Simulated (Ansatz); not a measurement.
Take SiO₂ in the rutile structure (space group P4_2/mnm, No. 136) as the base.

```yaml
crystal:
  lattice:
    - [4.19455, 0.00000, 0.00000]
    - [0.00000, 4.19455, 0.00000]
    - [0.00000, 0.00000, 2.67846]
  atoms:
    - { symbol: Si, position: [0.50000, 0.50000, 0.50000] }
    - { symbol: Si, position: [0.00000, 0.00000, 0.00000] }
    - { symbol: O, position: [0.80606, 0.80606, 0.50000] }
    - { symbol: O, position: [0.30606, 0.69394, 0.00000] }
    - { symbol: O, position: [0.69394, 0.30606, 0.00000] }
    - { symbol: O, position: [0.19394, 0.19394, 0.50000] }
```

Levels (all Ansatz, an electronic-structure program, PAW): PBEsol (420 eV, without spin-orbit coupling); r2SCAN (500 eV, no spin-orbit coupling); HSE06 (420 eV, scalar-relativistic without spin-orbit coupling).

At the geometry relaxed with PBEsol, these levels gave the following band gaps, in shuffled order: (a) 6.36 eV, (b) 7.50 eV, (c) 5.35 eV.

Question: Match each gap to its level.

Answer: (a) r2SCAN; (b) HSE06; (c) PBEsol.

Single points use the geometry relaxed with PBEsol. Whether these cells are dynamically stable was not tested.
